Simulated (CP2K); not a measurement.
Band structure of Ga (Cmce, 4 atoms in the cell).

```
Ga
1.0
    4.44708     0.00000     0.00000
   -2.15002     3.89280     0.00000
    0.00000     0.00000     4.53000
Ga
4
Direct
  0.15490   0.84510   0.91900
  0.34510   0.65490   0.41900
  0.65490   0.34510   0.58100
  0.84510   0.15490   0.08100
```

Method: PBE, GPW, DZVP-MOLOPT-SR-GTH basis, GTH-PBE potentials (GTH_POTENTIALS) in CP2K.

Settings: CUTOFF = 600 Ry; REL_CUTOFF = 50 Ry; SMEAR/METHOD = GAUSSIAN; SIGMA = 0.272 eV; KPOINTS/SCHEME = MONKHORST-PACK 4 4 4; GAMMA_CENTERED = T; XC_FUNCTIONAL = PBE; Ga/BASIS_SET = DZVP-MOLOPT-SR-GTH-q13; Ga/POTENTIAL = GTH-PBE-q13; METHOD = GPW; EPS_DEFAULT = 1e-10; EXTRAPOLATION = USE_GUESS; NGRIDS = 5; SCF_GUESS = ATOMIC.

The starting cell has typed, rounded lattice constants, without a prior relaxation at this level. Values carry the incompleteness of an atom-centred basis.

Levels in eV from the Fermi level, bands 23 to 28:
```csv
point,23,24,25,26,27,28
Γ,-3.73,-1.73,-1.67,-0.79,0.94,0.97
X,-6.59,-1.06,-1.03,-0.27,-0.10,1.02
S,-3.48,-3.48,-1.33,-1.33,0.77,0.77
R,-6.23,-6.23,-1.57,-1.57,0.53,0.53
A,-6.06,-6.06,-3.65,-3.65,4.18,4.18
Z,-0.17,-0.17,0.01,0.01,0.06,0.06
Y,-4.21,-3.28,-1.72,-1.50,1.11,1.21
X1,-6.59,-1.06,-1.03,-0.27,-0.10,1.02
A1,-6.06,-6.06,-3.65,-3.65,4.18,4.18
T,-5.43,-5.43,-1.25,-1.25,-0.91,-0.91
```

Bands cross the Fermi level along this path, so the cell is metallic at this level.

Higher empty bands are left out: an atom-centred basis made for the valence describes them poorly.
